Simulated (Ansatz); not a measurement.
RhAl (Pm-3m): band-structure transport figures

Given:

```xyz
2
Lattice="2.9719 0.0000 0.0000 0.0000 2.9719 0.0000 0.0000 0.0000 2.9719" Properties=species:S:1:pos:R:3 pbc="T T T"
Al     0.0000     0.0000     0.0000
Rh     1.4859     1.4859     1.4859
```

Method: PBEsol with spin-orbit coupling, rigid bands (plane waves, PAW; Ansatz, a program for electronic structure). Condition of this run: spin-orbit coupling switched on. Cell: cell and atoms relaxed with PBEsol.

```json
{
 "density of states at the Fermi level": "0.465 states/(eV·cell), both spins",
 "bare Sommerfeld coefficient": "0.55 mJ/(mol of atoms·K²)",
 "drude_plasma_energy": "4.9 eV",
 "root-mean-square Fermi velocity": "7.2e5 m/s",
 "resistivity times τ": "21 ×10⁻²² Ω·m·s"
}
```

A metal at this level (no band gap); rigid bands, thermally averaged at 300 K, both spins. τ is one relaxation time for all states.

Computed structure, not matched to a measured one here, so possibly hypothetical: RhAl (Pm-3m).
